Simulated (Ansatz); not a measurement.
# Effective masses and thermopower of ZnS (F-43m)

```
ZnS
1.0
    0.00000     2.62889     2.62889
    2.62889     0.00000     2.62889
    2.62889     2.62889     0.00000
Zn S
1 1
Direct
  0.00000   0.00000   0.00000
  0.25000   0.25000   0.25000
```

All values below come from PBEsol with spin-orbit coupling, rigid bands (plane waves, PAW; Ansatz, an electronic-structure program). Condition of this run: hydrostatic pressure 5 GPa (the target of the relaxation). Cell: cell and atoms relaxed with PBEsol, then loaded as said.

```json
{
  "band_gap": "2.31 eV",
  "electron conductivity mass (300 K, dilute)": "0.190 mₑ",
  "hole conductivity mass (300 K, dilute)": "0.79 mₑ",
  "effective density of states N_c (300 K)": "2.1e18 cm⁻³",
  "effective density of states N_v (300 K)": "4.6e19 cm⁻³",
  "density_of_states_mass_electrons": "0.189 mₑ",
  "density_of_states_mass_holes": "1.51 mₑ",
  "Seebeck coefficient, n-type 1e19 cm⁻³, 300 K": "-109 μV/K",
  "Seebeck coefficient, p-type 1e19 cm⁻³, 300 K": "376 μV/K",
  "best p-type power factor at 300 K for τ = 10 fs (best axis; densities from 1e16 to 1e21 cm⁻³ tried, whether or not they can be reached)": "16.7 μW/(cm·K²) at 3e20 cm⁻³"
}
```

Rigid bands; masses and Seebeck coefficients take one relaxation time τ for all states and one kind of carrier; polarons and phonon drag are left out.
